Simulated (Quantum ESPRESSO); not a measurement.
A self-consistent single point of Zr (P6_3/mmc, 4 atoms in the cell) with Quantum ESPRESSO.

Level of theory: revPBE, SSSP 1.1.2 precision (PBE) pseudopotentials (plane waves; Quantum ESPRESSO).

The change in words: 1 x 2 x 1 supercell, mesh divided and rounded up; K_POINTS: automatic 9 9 5 0 0 0 → automatic 9 5 5 0 0 0. Reference geometry:
```
CELL_PARAMETERS angstrom
      3.26741     0.00000     0.00000
     -1.63371     2.82966     0.00000
      0.00000     0.00000     5.21722
ATOMIC_POSITIONS crystal
  Zr 0.33333 0.66667 0.25000
  Zr 0.66667 0.33333 0.75000
```

Reference input (self-consistent single point, DFT, revPBE, plane waves, SSSP 1.1.2 precision (PBE) pseudopotentials): ecutwfc = 50 Ry; ecutrho = 400 Ry; occupations = smearing; smearing = marzari-vanderbilt; degauss = 0.0073499 Ry; input_dft = revpbe; potentials = {Zr: Zr_pbe_v1.uspp.F.UPF}; K_POINTS = automatic 9 9 5 0 0 0; conv_thr = 1e-09 Ry; mixing_beta = 0.5. This run's input differs from it in these lines:

```diff
@@ -10,3 +10,3 @@
    ibrav = 0,
-   nat = 2,
+   nat = 4,
    ntyp = 1,
@@ -26,10 +26,12 @@
 CELL_PARAMETERS angstrom
-   3.2674110401     0.0000000000     0.0000000000
-  -1.6337055200     2.8296609653     0.0000000000
+   3.2674110000     0.0000000000     0.0000000000
+  -3.2674110000     5.6593220000     0.0000000000
    0.0000000000     0.0000000000     5.2172180000
 ATOMIC_POSITIONS angstrom
-Zr    0.0000000000    1.8864406435    1.3043045000
-Zr    1.6337055200    0.9432203218    3.9129135000
+Zr    0.0000000000    1.8864444395    1.3043045000
+Zr   -1.6337055000    4.7161054395    1.3043045000
+Zr    1.6337055000    0.9432165605    3.9129135000
+Zr    0.0000000000    3.7728775605    3.9129135000
 K_POINTS automatic
-9 9 5  0 0 0
+9 5 5  0 0 0
```

Output (repeated stretches shortened):

```
     Self-consistent Calculation

     iteration #  1     ecut=    50.00 Ry     beta= 0.50

     Threshold (ethr) on eigenvalues was too large:
     Diagonalizing with lowered threshold

     negative rho (up, down):  2.468E-01 0.000E+00

     total energy              =    -396.70286596 Ry
     estimated scf accuracy    <       0.07247607 Ry

     iteration #  2     ecut=    50.00 Ry     beta= 0.50

     negative rho (up, down):  2.497E-01 0.000E+00

     total energy              =    -396.70841352 Ry
     estimated scf accuracy    <       0.00672142 Ry

     iteration #  3     ecut=    50.00 Ry     beta= 0.50

     negative rho (up, down):  2.512E-01 0.000E+00

     total energy              =    -396.70922169 Ry
     estimated scf accuracy    <       0.00048243 Ry

   [... 6 blocks of this kind left out ...]

     iteration # 10     ecut=    50.00 Ry     beta= 0.50

     negative rho (up, down):  2.508E-01 0.000E+00

     total energy              =    -396.70929241 Ry
     estimated scf accuracy    <          2.5E-09 Ry

     iteration # 11     ecut=    50.00 Ry     beta= 0.50

     negative rho (up, down):  2.508E-01 0.000E+00
     End of self-consistent calculation

     Number of k-points >= 100: set verbosity='high' to print the bands.

     the Fermi energy is    13.6568 ev

!    total energy              =    -396.70929241 Ry
     estimated scf accuracy    <          1.1E-11 Ry
     smearing contrib. (-TS)   =      -0.00022566 Ry
     internal energy E=F+TS    =    -396.70906675 Ry

     convergence has been achieved in  11 iterations

     negative rho (up, down):  2.508E-01 0.000E+00

     Forces acting on atoms (cartesian axes, Ry/au):

     atom    1 type  1   force =     0.00000000    0.00011543    0.00000009
     atom    2 type  1   force =     0.00000000    0.00011578    0.00000049
     atom    3 type  1   force =     0.00000000   -0.00011578   -0.00000049
     atom    4 type  1   force =     0.00000000   -0.00011543   -0.00000009

     Total force =     0.000231     Total SCF correction =     0.000007

     negative rho (up, down):  2.508E-01 0.000E+00
          total   stress  (Ry/bohr**3)                   (kbar)     P=      -12.55
  -0.00008499   0.00000000   0.00000000          -12.50        0.00        0.00
   0.00000000  -0.00007731  -0.00000000            0.00      -11.37       -0.00
   0.00000000  -0.00000000  -0.00009372            0.00       -0.00      -13.79

   JOB DONE.
```

The run converged in 11 iterations. Against the reference run the free energy rises by 1.6 meV/atom, the pressure hardly changes (-1.19 to -1.26 GPa) and the largest force hardly changes (0.000 to 0.003 eV/Å).

The starting cell comes from a database of computed structures (which also holds hypothetical and non-ambient phases and stackings), without a prior relaxation at this level. Its lattice was rescaled by a random factor within 2.5 % of one.

Cost on one core of a shared machine: roughly 2 min.
